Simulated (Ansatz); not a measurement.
Take SiC in the wurtzite structure (space group P6_3mc, No. 186; a = 3.075 Å, c = 5.048 Å) as the base.

Level of theory: r2SCAN/PAW in Ansatz (a program for electronic structure), no SOC.

One change was made to it. Results:

The shortest interatomic distance decreases by 0.131 Å to 1.752 Å; the electron mass becomes 0.24 mₑ along c, 0.39 mₑ across (at K) (base: 0.26 mₑ along c, 0.43 mₑ across (at K)); the smallest direct gap rises by 0.495 eV (4.48 eV → 4.97 eV).

Problem. What was done to the base?
A) pressure −2 GPa
B) pressure 3 GPa
C) pressure 75 GPa

Solution. C, pressure 75 GPa. For comparison, the electron mass in the other runs: pressure 3 GPa gives 0.26 mₑ along c, 0.43 mₑ across (at K); pressure −2 GPa gives 0.26 mₑ along c, 0.43 mₑ across (at K).

Load acts through the strain it causes; cell and atoms are relaxed under it. Masses are band curvatures over ±0.01 Å⁻¹ around the edge. Stability against distortions was not tested. Competing high-pressure phases were not computed.
